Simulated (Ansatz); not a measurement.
CsCl-type TiCo, treated with BLYP (plane waves, PAW; Ansatz, an electronic-structure program).

Settings: plane-wave cutoff 520 eV, 18×18×18 k mesh, Fermi–Dirac smearing 0.05 eV, no spin polarisation, scalar-relativistic PAW data made under PBE.

Cell (relaxed at this level):

CoTi is taken in the cubic space group Pm-3m (No. 221), the CsCl type structure, Pearson symbol cP2. Lattice parameters: a = b = c = 3.004 Å, α = β = γ = 90.00°. Ti on 1a is surrounded by 8 Co at 2.602 Å and 6 Ti at 3.004 Å. Co on 1b is surrounded by 8 Ti at 2.602 Å and 6 Co at 3.004 Å. (Neighbours: up to the widest gap in distance over summed covalent radii, below 1.35, at either atom.)

Task: Give the computed bulk modulus and pressure derivative B′ of the bulk modulus.

Result: 
* **bulk modulus**: 164 GPa
* **pressure derivative B′ of the bulk modulus**: 4.2

The run finds no gap.

Measured, for comparison: bulk modulus 154 GPa (room temperature, not corrected to a static lattice; as tabulated in Yamada et al. (2019), arXiv:1910.09660). Computed (rounded) less measured: bulk modulus +6 %. A static lattice is as a rule a little smaller and stiffer than an uncorrected measurement, which narrows the difference in the bulk modulus and would widen misses of the other sign.

Computed values are for the static lattice.

Computing time: very roughly 40 core-seconds.
